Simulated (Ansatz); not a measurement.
B20 (FeSi-type) MnSi was calculated with PBE (PAW; Ansatz, a quantum-chemistry and plane-wave program).

Run with plane-wave cutoff 520 eV, 12×12×12 k mesh, Fermi–Dirac smearing 0.05 eV, spin-polarised with parallel moments, scalar-relativistic PAW data made under PBE.

Computed at the level's own relaxed cell.

### Question
Estimate the bulk modulus B0, equilibrium lattice constant a, pressure derivative B′ of the bulk modulus, magnetic moment (largest site, within a sphere) and equilibrium volume per atom that the calculation returns.

### Answer

bulk modulus B0: 206 GPa
equilibrium lattice constant a: 4.518 Å
pressure derivative B′ of the bulk modulus: 4.1
magnetic moment (largest site, within a sphere): 0.98 μB
equilibrium volume per atom: 11.52 Å³/atom

The run finds no gap.

Measured, for comparison: bulk modulus 167 GPa (room temperature, not corrected to a static lattice; as tabulated in Study of the compressibility of FeSi, MnSi, and CoS2 (JETP Letters), abstract); lattice constant a 4.560 Å, equilibrium volume per atom 11.85 Å³/atom (temperature not stated, not corrected to a static lattice; as tabulated in Wikipedia's data pages). Computed (rounded) less measured: bulk modulus +23 %, lattice constant a -0.9 %, equilibrium volume per atom -2.8 %. A static lattice is as a rule a little smaller and stiffer than an uncorrected measurement, which narrows the difference in the lattice constant a and would widen misses of the other sign.

Note: the collinear magnetic order is the start's and need not be the measured one; the bulk modulus comes from volumes at which shape and atoms were relaxed.

Moments are spin moments.

Computed values are for the static lattice.

The result took about 70 core-minutes (a rough figure).
